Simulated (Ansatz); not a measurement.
Start from TiCo in the CsCl type structure (space group Pm-3m, No. 221; ferromagnetic; relaxed with 0.1 eV smearing).

```yaml
crystal:
  lattice:
    - [2.93899, 0.00000, 0.00000]
    - [0.00000, 2.93899, 0.00000]
    - [0.00000, 0.00000, 2.93899]
  atoms:
    - { symbol: Ti, position: [0.00000, 0.00000, 0.00000] }
    - { symbol: Co, position: [0.50000, 0.50000, 0.50000] }
```

Cartesian axes are those of the cell as printed.

Computed with PBEsol/PAW in Ansatz (a first-principles code), no spin-orbit coupling.

Base values:

The pressure is 0.0 GPa.

It is then changed as follows: compressive biaxial strain of 1.10 % in the plane normal to [001], as in epitaxy on a mismatched substrate; the out-of-plane cell vector and the atoms relax.

Question: What does the calculation give for the pressure and out-of-plane strain after the change?

Answer: The pressure (mean of the normal stresses, compression positive) goes from zero to 1.2 GPa; the out-of-plane strain comes out as +1.51 %.

Other magnetic orders, which the real material may have, were not ruled out. Stability against distortions was not tested.
